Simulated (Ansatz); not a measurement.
Hf: stress against strain

Hf (hcp, P6_3/mmc, 20.830 Å³/atom and stress up to 0.01 GPa in the relaxed cell, c along z) under an equal strain ε in the (0001) plane with the normal axis free, as in a coherent film. LDA in Ansatz, a plane-wave DFT program (PAW, default set), 420 eV, 21×21×12 Γ-centred mesh, Fermi-Dirac smearing 0.10 eV; ions are relaxed, or left where forces stay under 0.02 eV/Å, within the symmetry of each cell. Against the start cell, which lies near the measured one, the relaxed cell differs by -6.4 % in volume and -2.0 % in c; the values below rest on it. Stress is positive for a compressed cell.

Here s stands for strain and y for stress xx.

| strain (%) | stress xx (GPa) |
|---|---|
| -3.00 | ? |
| -1.50 | 3.23 |
| -1.00 | 2.14 |
| -0.50 | 1.06 |
| 0.00 | 0.00 |
| 0.50 | -1.04 |
| 1.00 | -2.06 |
| 1.50 | -3.04 |

Q: Fit y against s with a straight line, and predict the withheld value at s = -3.00.

A: Means: s 0, y 0.041. About the means, the sum of products is -14.655 and the sum of squares of s is 7.0000; the slope is their ratio. Least squares gives y = 0.041 - 2.0936·s. Residuals (row less fit): 0.049, 0.005, -0.028, -0.041, -0.034, -0.007, 0.059; standard error 0.044 (degrees of freedom: 5). The slope gives the biaxial elastic modulus of this plane = about 210 GPa. At the withheld row, y = 0.041 - 2.0936 × (-3.0) = 6.322 GPa. The calculation gives 6.54 GPa, 0.218 GPa above the prediction (2.3 % of the range of y in the table). The row lies outside the fitted rows, so this is an extrapolation. From the scatter of the fitted rows alone, a prediction at this place has a standard error of 0.068 GPa, so the miss is 3.2 times that.

A polynomial of degree 2 through the 12 other runs of the series gives 6.64 there. In a metal these values are sensitive to mesh and smearing; energies are taken to zero smearing, stresses follow the free energy. Rows are the converged runs of the series near zero and its far end, less any whose ions stayed unrelaxed beside relaxed ones; series whose fitted rows scatter by over a few per cent of the range, as at a crossing or softening among them, aren't shown in this form. Most that stay on the fit to the last digits aren't either.
